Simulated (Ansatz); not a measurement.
Base system: AlN in the zinc blende structure (space group F-43m, No. 216; a = 4.342 Å).

All numbers come from LDA, PAW, 420 eV (Ansatz, a quantum-chemistry and plane-wave program; spin-orbit coupling left out).

Strains are applied to the cell and any free atomic positions relax.

One change was made to it. Results:

The gap character remains indirect, Γ → X; the band gap rises by 0.01 eV, from 3.25 eV to 3.26 eV; the pressure goes from zero to 67.2 kbar.

Question: Which of these changes matches the shifts?
A) isotropic strain −1.50 %
B) isotropic strain +2.50 %
C) isotropic strain −1.00 %
D) isotropic strain +1.50 %
E) isotropic strain +0.50 %

Answer: C, isotropic strain −1.00 %. For comparison, the pressure in the other runs: isotropic strain +1.50 % gives -86.0 kbar; isotropic strain +0.50 % gives -30.5 kbar; isotropic strain +2.50 % gives -134.8 kbar; isotropic strain −1.50 % gives 104.0 kbar.

Whether these cells are dynamically stable was not tested. This is not the structure that AlN has at room temperature and ambient pressure.
